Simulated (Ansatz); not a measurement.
Start from CuAu (space group P4/mmm, No. 123; a = 2.8694 Å, c = 3.6452 Å; relaxed with 0.1 eV smearing). Axes: x, y, z lie along a, b, c of the conventional cell.

Calculations: Ansatz (an electronic-structure program) PBE, no spin-orbit coupling.

Perturbation: an isotropic linear strain of +1.00 %, atoms relaxed at fixed cell.

### Question
Predict the stress tensor and what it implies for the stiffness.

### Answer
Stress of the strained cell less that of the base (GPa, compression positive):
```
   -3.9     0.0     0.0
    0.0    -3.9     0.0
    0.0     0.0    -3.8
```

Then B = −ΔP/(ΔV/V₀) with ΔV/V₀ = 0.0303 gives secant stiffness values (nonlinear terms included at this strain): B (at held cell shape, above the free-shape value) ≈ 127 GPa.

As a check, the harmonic strain energy −½ V₀ Δσ:ε is 5.4 meV/atom; the computed energy rise is 5.7 meV/atom.

Whether these cells are dynamically stable was not tested. All final runs are without spin polarisation.
